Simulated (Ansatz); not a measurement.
Response to strain in MgS

Consider MgS in the rock salt structure (space group Fm-3m, No. 225; a = 5.129 Å). Axes: x, y, z lie along the cube axes.

Strains are applied to the cell and any free atomic positions relax; under biaxial strain the out-of-plane vector relaxes too.

All numbers come from DFT with LDA, PAW potentials and a 420 eV plane-wave cutoff in Ansatz (an electronic-structure program), spin-orbit coupling left out.

Notes on the quantities. energy relative to the base: free energy F.

```tsv
biaxial strain, plane normal [111], relaxed out of plane (%)	energy relative to the base (meV/atom)
0	0.0
0.42	0.3
0.83	1.3
1.25	2.9
1.67	5.1
2.08	?
2.5	11.2
```

Q: Fit ΔE = Aε² + Bε³ (ε in %) to the rows shown and predict the withheld row.

A: Least squares on the printed values gives A = 1.91 and B = -0.047 meV/atom (largest residual 0.0 meV/atom); this predicts 7.8 meV/atom, and the run gives 7.8 meV/atom, in agreement.

Whether these cells are dynamically stable was not tested.
